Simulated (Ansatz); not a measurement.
**A computed series for CdS: pressure series**

Take CdS in the zinc blende structure (space group F-43m, No. 216) as the base.

```
CELL_PARAMETERS angstrom
      0.00000     2.93890     2.93890
      2.93890     0.00000     2.93890
      2.93890     2.93890     0.00000
ATOMIC_POSITIONS crystal
  S  0.75000 0.75000 0.75000
  Cd 0.00000 0.00000 0.00000
```

Cell and atoms are relaxed at each pressure.

All numbers come from Kohn–Sham DFT with the r2SCAN functional, run in Ansatz (a first-principles code) with PAW and 500 eV plane waves, no spin-orbit coupling.

Candidates:
(a) pressure 15 GPa
(b) pressure 100 GPa
(c) pressure 30 GPa
(d) pressure 50 GPa

Before the change:

- Band gap = 1.54 eV

Question: Order them by band gap, lowest first.

Answer: (a) pressure 15 GPa (1.90 eV), (c) pressure 30 GPa (2.08 eV), (d) pressure 50 GPa (2.21 eV), (b) pressure 100 GPa (2.32 eV)

Load acts through the strain it causes; cell and atoms are relaxed under it. Whether these cells are dynamically stable was not tested. Tetrahedral semiconductors of this kind turn to denser phases somewhere between about 1 and 50 GPa; those were not computed, so compressed cells here can lie past the real transition.
